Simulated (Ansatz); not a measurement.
Start from Ti in the hcp (Mg type) structure (space group P6_3/mmc, No. 194; a = 2.9364 Å, c = 4.6402 Å; relaxed with 0.1 eV smearing). Axes: x lies along a and z along c of the hexagonal cell.

Computed with r2SCAN in Ansatz (plane waves to 500 eV, PAW, spin-orbit coupling left out).

Strains are applied to the cell and any free atomic positions relax; under biaxial strain the out-of-plane vector relaxes too.

One change was made to it. Results:

```tsv
quantity	base	after
pressure (mean of the normal stresses, compression positive)	0.0 GPa	1.5 GPa
volume per atom	17.32 Å³	17.11 Å³
```

**Question.** Which of these changes matches the shifts?
(A) biaxial strain −0.50 %, plane normal [001], relaxed out of plane
(B) biaxial strain −1.00 %, plane normal [001], relaxed out of plane
(C) biaxial strain −2.50 %, plane normal [001], relaxed out of plane
(D) biaxial strain −1.50 %, plane normal [001], relaxed out of plane

**Answer.** B, biaxial strain −1.00 %, plane normal [001], relaxed out of plane. For comparison, the pressure in the other runs: biaxial strain −1.50 %, plane normal [001], relaxed out of plane gives 2.3 GPa; biaxial strain −0.50 %, plane normal [001], relaxed out of plane gives 0.7 GPa; biaxial strain −2.50 %, plane normal [001], relaxed out of plane gives 3.9 GPa.

Whether these cells are dynamically stable was not tested. The final runs are not spin-polarised.

Ansatz is a first-principles code.
